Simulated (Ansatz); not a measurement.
The starting structures come from a database of crystals and need not be the phases stable at ambient conditions.

 Where the default PAW files enter, the runs use the earlier of Ansatz's two default sets.

By LDA, the system below comes out a metal.

Without scattering a metal conducts by its projected Fermi surface.

Given:

```
NiSi
1.0
    4.50369     0.00000     0.00000
    0.00000     4.50369     0.00000
    0.00000     0.00000     4.50369
Si Ni
4 4
Direct
  0.34683   0.84683   0.34683
  0.15317   0.15317   0.84683
  0.84683   0.65317   0.65317
  0.65317   0.34683   0.15317
  0.64950   0.14950   0.64950
  0.85050   0.85050   0.14950
  0.14950   0.35050   0.35050
  0.35050   0.64950   0.85050
```

Space group of this cell: P2_13. The cell is taken as given; by LDA its mean pressure is -9.4 GPa.

The current flows along the normal of the first two printed cell vectors, the (001) plane of the conventional cell. No spin-orbit coupling; the value is a mean over 0.1 eV about the Fermi level.

Question: Estimate the ballistic conductance per area that LDA run with Ansatz (a first-principles code) returns for this system.

Answer: 0.33 × 10¹⁵ S/m² for both spins.
